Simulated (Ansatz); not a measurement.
Candidates (primitive cells; geometry: cell and atoms relaxed with PBEsol):
A. ZnS (F-43m), a = 3.788 Å, b = 3.788 Å, c = 3.788 Å, α = 60.00°, β = 60.00°, γ = 60.00°
B. ZnSe (F-43m), a = b = c = 3.983 Å, α = β = γ = 60.00°
C. MgSe (Fm-3m), a = b = c = 3.853 Å, α = β = γ = 60.00°
D. InP (F-43m), a = b = c = 4.1569 Å, α = β = γ = 60.00°

**Question.** Put the candidates in order of electron conductivity mass, lowest first, for Ansatz (a first-principles code) with HSE06, rigid bands.

**Answer.** D (0.095 mₑ), B (0.143 mₑ), A (0.21 mₑ), C (0.29 mₑ)

Masses are for dilute carriers at 300 K, harmonic means over directions unless an axis is named. Spin-orbit coupling is left out.
